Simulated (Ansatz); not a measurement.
# ZrB2 under a change: tensor shear ε_xz = +1.71 %

Take ZrB2 (space group P6/mmm, No. 191; a = 3.155 Å, c = 3.506 Å; relaxed with 0.1 eV smearing) as the base. Axes: x lies along a and z along c of the hexagonal cell.

Perturbation: a pure shear with ε_xz = ε_zx = 0.0171, atoms relaxed at fixed cell.

Method: PBEsol (Ansatz, a quantum-chemistry and plane-wave program, PAW, spin-orbit coupling left out). Γ-centred 21×21×17 mesh, Fermi–Dirac width 0.1 eV.

The volume per atom stays essentially unchanged (10.08 Å³ against 10.07 Å³) and the space group changes from P6/mmm (No. 191) to C2/m (No. 12). The energy goes up by 9.8 meV/atom and the pressure (mean of the normal stresses, compression positive) goes from zero to 0.4 GPa. The band gap remains zero and the stress (xx, yy, zz, yz, xz, xy; compression positive) comes out as (0.5, 0.1, 0.5, 0.0, -9.1, 0.0) GPa.

Final structure:

```
ZrB2
1.0
    3.15522     0.00000     0.05395
   -1.57761     2.73250    -0.02698
    0.05996     0.00000     3.50621
Zr B
1 2
Direct
  0.00000   0.00000   0.00000
  0.66669   0.33338   0.50000
  0.33331   0.66662   0.50000
```

The cells carry an imposed strain or load. No phonon test of stability was made. All final runs are without spin polarisation.
